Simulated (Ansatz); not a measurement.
# What isotropic strain −0.17 % does to CaO

Consider CaO in the rock salt structure (space group Fm-3m, No. 225; a = 4.795 Å).

Modification: an isotropic linear strain of −0.17 %; the atoms relax in the strained cell.

Calculations: DFT with r2SCAN, PAW potentials and a 500 eV plane-wave cutoff in Ansatz (a program for electronic structure), no spin-orbit coupling. Settings: 12×12×12 k-points, 0.05 eV Fermi–Dirac smearing.

The volume per atom decreases by 0.07 Å³ to 13.71 Å³ and the space group remains Fm-3m (No. 225). The shortest interatomic distance drops by 0.4 pm, from 239.7 pm to 239.3 pm and the energy stays essentially unchanged. The pressure goes from zero to 0.61 GPa and the band gap is still 4.20 eV. The gap character stays indirect, Γ → X and the width of the top valence band hardly moves (1.20 eV against 1.21 eV). The electron mass goes from 1.4 mₑ along k, 0.44 mₑ across (at X) to 1.4 mₑ along k, 0.43 mₑ across (at X) and the valley order (the lowest conduction-band minima on the path, energy above the VBM, named in the base's zone) goes from X along ⟨100⟩ 4.20 eV; Γ 5.50 eV to X along ⟨100⟩ 4.20 eV; Γ 5.54 eV.

Effective masses come from finite differences of ±0.01 Å⁻¹. Along k means along the line from Γ to the band edge. No phonon test of stability was made.
